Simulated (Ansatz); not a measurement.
Take CdSe in the zinc blende structure (space group F-43m, No. 216; a = 6.133 Å) as the base.

It is then changed as follows: full substitution Se → S, then cell and atoms are relaxed.

Levels (all Ansatz, a quantum-chemistry and plane-wave program, PAW): r2SCAN (500 eV, no SOC); HSE06+SOC (420 eV, with spin-orbit coupling).

The geometry is relaxed with r2SCAN.

```
Quantity                                    Value
----------------------------  -------------------
r2SCAN valence-band top at Γ  0.00, 0.00, 0.00 eV
r2SCAN band gap                           1.54 eV
```

With HSE06+SOC at the same geometry, the valence-band top at Γ (three highest Kramers pairs, from the VBM) becomes 0.00, 0.00, -0.06 eV (r2SCAN: 0.00, 0.00, 0.00 eV); the band gap grows by 0.54 eV to 2.08 eV. The threefold valence maximum splits by Δso ≈ 0.06 eV.

Single points use the geometry relaxed with r2SCAN. The spin-orbit shifts are approximate. No phonon test of stability was made.
